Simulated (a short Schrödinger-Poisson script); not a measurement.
Stack: gated Al0.4Ga0.6As/GaAs modulation-doped gas, at 300 K.

```tsv
layer	material	thickness (nm)	Nd (cm⁻³)	Na (cm⁻³)
1	Al0.4Ga0.6As	15	-	-
2	Al0.4Ga0.6As	20	2.5e18	-
3	Al0.4Ga0.6As	5	-	-
4	GaAs	6000	-	1e14
```

Constants are typed, rounded textbook-type inputs, not results; the design itself was drawn at random and stands for no fabricated device. Al0.4Ga0.6As: permittivity 11.76, conduction-band edge (eV) 0.316, gap (eV) 1.923, electron mass (mₑ) 0.1002, Nv at 300 K (cm⁻³) 9e18. GaAs: permittivity 12.9, conduction-band edge (eV) 0, gap (eV) 1.424, Nv at 300 K (cm⁻³) 9e18.

Channel valleys (confinement mass, in-plane density-of-states mass, number): Γ 0.067, 0.067, 1. At the gate the conduction-band edge of layer 1 lies 1.07 eV − eVg above the Fermi level of the channel; the field vanishes at the back. Donor level 0.05 eV below the band edge. The barrier under the gate holds no holes. Gaps are held at their typed values at every temperature. Mesh 0.08 nm at interfaces.

From a short Schrödinger-Poisson script (our own, NumPy): 1D Poisson equation in equilibrium, electrons quantum, Hartree plus LDA exchange-correlation (BenDaniel-Duke, 40 states a valley, the channel's in-plane mass for all, wave functions free to enter the barrier), parabolic valleys, classical holes, donors ionised by Fermi statistics, acceptors fully, no traps, pinning or gate leakage.

### Question
List the lowest subbands of each valley and their electrons at Vg = 0.5 V.

### Answer
```csv
valley,subband,energy from the Fermi level (meV),electrons (cm⁻²),share (%)
Γ,0,-19.9,8.32e11,65.3
Γ,1,31.4,1.88e11,14.7
Γ,2,58.5,7.16e10,5.6
```

All electrons: 1.27e12 cm⁻².
